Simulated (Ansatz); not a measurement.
Consider LiF in the zinc blende structure (space group F-43m, No. 216; a = 4.290 Å; a hypothetical phase, not in the database extracts checked).

The values are results of r2SCAN (Ansatz, a quantum-chemistry and plane-wave program, PAW, without spin-orbit coupling), not measurements.

One change was made to it. Results:

The lattice parameter a increases by 0.1014 bohr (8.107 bohr → 8.209 bohr); the band gap falls by 0.21 eV, from 8.66 eV to 8.45 eV; the width of the top valence band falls by 0.04 eV (0.79 eV → 0.75 eV).

**Question.** What was done to the base?
A) pressure 100 GPa
B) pressure 3 GPa
C) pressure −2 GPa
D) pressure −1 GPa

**Answer.** C, pressure −2 GPa. For comparison, the band gap in the other runs: pressure −1 GPa gives 8.56 eV; pressure 100 GPa gives 12.89 eV; pressure 3 GPa gives 8.93 eV.

Load acts through the strain it causes; cell and atoms are relaxed under it. Whether these cells are dynamically stable was not tested. No other phases were tried under pressure.
